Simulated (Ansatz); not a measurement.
The reference is PbTe in the rock salt structure (space group Fm-3m, No. 225).

```yaml
crystal:
  lattice:
    - [0.00000, 3.28451, 3.28451]
    - [3.28451, 0.00000, 3.28451]
    - [3.28451, 3.28451, 0.00000]
  atoms:
    - { symbol: Te, position: [0.00000, 0.00000, 0.00000] }
    - { symbol: Pb, position: [0.50000, 0.50000, 0.50000] }
```

Level of theory: PBE, PAW, 420 eV (Ansatz, a program for electronic structure; without spin-orbit coupling).

Base values:

| Property | Result |
|---|---|
| Valley order | L along ⟨111⟩ 0.83 eV; a point along ⟨110⟩, about 0.5 Å⁻¹ from Γ 1.36 eV; a point along ⟨100⟩, about 0.3 Å⁻¹ from Γ 1.81 eV |

Modification: electron doping at 3.0×10^21 cm⁻³ (0.213 per cell), with a uniform compensating background at fixed cell and a 300 K Fermi–Dirac width.

Task: What happens to the valley order and Fermi level from band edge?

Result: The valley order (the lowest conduction-band minima on the path, energy above the VBM, named in the base's zone) changes from L along ⟨111⟩ 0.83 eV; a point along ⟨110⟩, about 0.5 Å⁻¹ from Γ 1.36 eV; a point along ⟨100⟩, about 0.3 Å⁻¹ from Γ 1.81 eV to L along ⟨111⟩ 0.80 eV; a point along ⟨110⟩, about 0.5 Å⁻¹ from Γ 1.36 eV; a point along ⟨100⟩, about 0.3 Å⁻¹ from Γ 1.81 eV; the Fermi level relative to the doped band's edge (positive inside the band; to 0.05 eV) amounts to +0.60 eV.

Charged cell with a jellium background: band edges are those of the host's band count, energies are not comparable with the neutral cell, and many-body gap narrowing is missing. With Pb and Te present, leaving out spin-orbit coupling can change the band edges. The levels and masses belong to the bands next to the band gap. Stability against distortions was not tested.
